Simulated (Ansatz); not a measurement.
# Worked example: self-consistent single point of Sr2Mg (I4/mmm, 3 atoms in the cell) in Ansatz

Level of theory: LDA (PW92), default PAW files made with PBE (plane waves; Ansatz, an electronic-structure program).

Input:

Ansatz 0.2 input:
```yaml
crystal:
  lattice:
    - [-2.128801, 2.128801, 7.283727]
    - [2.128801, -2.128801, 7.283727]
    - [2.128801, 2.128801, -7.283727]
  atoms:
    - { symbol: Sr, position: [0.358030, 0.358030, 0.000000] }
    - { symbol: Sr, position: [0.641970, 0.641970, 0.000000] }
    - { symbol: Mg, position: [0.000000, 0.000000, 0.000000] }
basis:
  ecutwfc: 30.9 Ry
kpoints:
  mp_grid:
    grid: [9, 9, 9]
hamiltonian:
  xc: lda
  pseudopotentials:
    kind: paw
scf:
  occupations:
    method: gaussian
    width: 0.0073 Ry
output:
  forces: true
  eigenvalues: true
  stress: true
```

Log, with long lists cut:

```
WARN ansatz: RAYON_NUM_THREADS=1 ignored (pool sized by the plan → 1); use --threads N
basis.fft_grid_basis auto: the FFT boxes are laid along the combinations [[1, 0, 1], [0, 1, 1], [0, 0, 1]] of the cell's own vectors, 4.258, 4.258 and 7.881 Å …
Pseudopotentials: kind: paw
Pseudopotential: Sr, paw, valence charge 10
Pseudopotential: Mg, paw, valence charge 10
Crystal: 3 atoms, lattice volume = 132.033 Å³
Basis set: ecut = 420.4159175005146 eV, 2553 PW (Γ), FFT grids on a1+a3, a2+a3, a3
Bands: 19, of which v1, the nominal top of the filled ones, is band 15 counted from 1 (14 counted from 0)
Symmetry: 16 space group operations
Space group: I4/mmm (ITA 139), of the structure as read, at distance tolerance 5.1e-5 Å
k-points: 75 of 729
PAW frozen core: Sr, regenerated for the run's functional, and the local potential with it
PAW frozen core: Mg, regenerated for the run's functional, and the local potential with it
Initial density: superposition of atomic densities (neutral atoms: chi_scale 0, normalization atom), corrected by the library's trained network
Initial wavefunctions: pseudopotential atomic-orbital guess
Eigensolver: davidson
Functional: x = slater, c = lda
SCF iter   1: F=—  HF=-8790.283862 eV  |F-HF|=—  |Δ(HF+E_count)|=         —  Δρ=3.94e-3  dr2=9.26e-3  ethr=1.77e-3  ⟨swp⟩=8.5  Hψ=8697  notcnv=0
all-band conjugate gradients solve this SCF's bands
preconditioner: auto → Kerker (q_TF=auto, 2.131 Å⁻¹)
SCF iter   2: F=—  HF=-8790.280450 eV  |F-HF|=—  |Δ(HF+E_count)|=   3.41e-3  Δρ=1.88e-3  dr2=3.03e-3  ethr=3.09e-5  ⟨swp⟩=2.1  Hψ=3097  notcnv=0
SCF iter   3: F=—  HF=-8790.280224 eV  |F-HF|=—  |Δ(HF+E_count)|=   2.26e-4  Δρ=4.75e-4  dr2=4.74e-4  ethr=1.01e-5  ⟨swp⟩=2.8  Hψ=2564  notcnv=0
SCF iter   4: F=—  HF=-8790.280216 eV  |F-HF|=—  |Δ(HF+E_count)|=   8.55e-6  Δρ=9.82e-5  dr2=2.10e-5  ethr=1.58e-6  ⟨swp⟩=1.3  Hψ=1482  notcnv=0
SCF iter   5: F=—  HF=-8790.280211 eV  |F-HF|=—  |Δ(HF+E_count)|=   4.92e-6  Δρ=3.24e-5  dr2=1.82e-6  ethr=7.01e-8  ⟨swp⟩=2.2  Hψ=2474  notcnv=0
SCF iter   6: F=-8790.280210 eV  HF=-8790.280210 eV  |F-HF|=2.36e-8  |Δ(HF+E_count)|=   3.22e-7  Δρ=7.30e-6  dr2=8.23e-8  ethr=3.33e-10  ⟨swp⟩=6.0  Hψ=8817  notcnv=0
SCF 1 converged in 6 iterations: F = -8790.280210 eV  dr2 = 8.23e-8
SCF converged after 6 iterations
Free energy (F): -8790.280210 eV
Harris-Foulkes:  -8790.280210 eV  (|F-HF|=2.36e-8)
Internal energy: -8790.265394 eV  (E = F + TS)
E sigma→0 (E₀):  -8790.272802 eV
Entropy (-TS):   -0.014816 eV (-4.939 meV/atom)
Fermi energy:    4.816498 eV
--- Per-component energies (eV) ---
  E_band       = -635.851427
  E_kinetic    = 558.385640
  E_local      = -3357.510052  (includes V_loc(G=0)·N_el)
  E_nonlocal   = 510.434463
  E_hartree    = 1061.500772
  E_xc         = -366.244521
  E_vxc        = -353.590509  (∫ρ·V_xc dr)
  E_paw        = -5466.041015  (= ΣΔE_a)
  E_vpaw       = -116.574932  (= ΣTr[D̂ρ^β])
  E_aug_tail   = -0.000003  (compensation charges beyond the density's cutoff)
  E_ewald      = -1731.529428
  E_core_change = 0.738750  (= ΣΔE_core)
  E_smearing   = -0.014816  (= −TS)
  E_closure    = 0.000000  (closes the sum)
  Σ components = -8790.280210   (vs F -8790.280210, Δ=0.00e0)
--- Forces (eV/Å), atoms counted from 1 ---
  atom   1  Sr     0.00000000     0.00000000     0.03308154
  atom   2  Sr     0.00000000     0.00000000    -0.03308154
  atom   3  Mg    -0.00000000    -0.00000000     0.00000000
  max |Σ_I F_I| component: 1.73e-17 eV/Å
--- Stress (GPa, compression-positive) ---
       -1.968435       0.000000       0.000000
        0.000000      -1.968435      -0.000000
       -0.000000       0.000000      -1.898035
  P = ⅓ Tr σ = -1.9450 GPa (-19.450 kbar)
  The stress holds the Pulay correction. Without it, at fixed plane waves, as pw.x and ABINIT print it: P = -1.9471 GPa
--- Band table (eV; the first three rows and the last of 75) ---
  k-point 0: bands = ["-70.5385", "-37.9716", "-37.9634", "-37.9634", "-31.4148", "-31.4038", "-13.5169", "-13.3808", "-13.3808", "-13.3594", "-13.3594", "-13.3570", "0.4616", "3.3685", "3.9477", "5.8485", "6.1244", "6.8729", "7.2832"]
  k-point 1: bands = ["-70.5385", "-37.9716", "-37.9635", "-37.9635", "-31.4132", "-31.4031", "-13.5103", "-13.3954", "-13.3934", "-13.3755", "-13.3702", "-13.3528", "0.6997", "3.6279", "4.0058", "5.7819", "5.8681", "6.4314", "7.5456"]
  k-point 2: bands = ["-70.5385", "-37.9716", "-37.9636", "-37.9636", "-31.4091", "-31.4012", "-13.4948", "-13.4252", "-13.4185", "-13.4134", "-13.3975", "-13.3549", "1.3650", "4.1935", "4.3077", "5.2149", "5.8112", "5.8881", "6.7619"]
  k-point 74: bands = ["-70.5385", "-37.9716", "-37.9635", "-37.9634", "-31.4102", "-31.4072", "-13.4404", "-13.4385", "-13.3966", "-13.3859", "-13.3644", "-13.3520", "1.0008", "2.0885", "5.2981", "5.4371", "6.5671", "6.6588", "6.7615"]
```

The run converged in 6 iterations.

The starting cell comes from a database of computed structures (which also holds hypothetical and non-ambient phases and stackings), without a prior relaxation at this level. Its lattice was rescaled by up to half a per cent. Ansatz's pressure includes its estimate of the finite-basis (Pulay) stress.
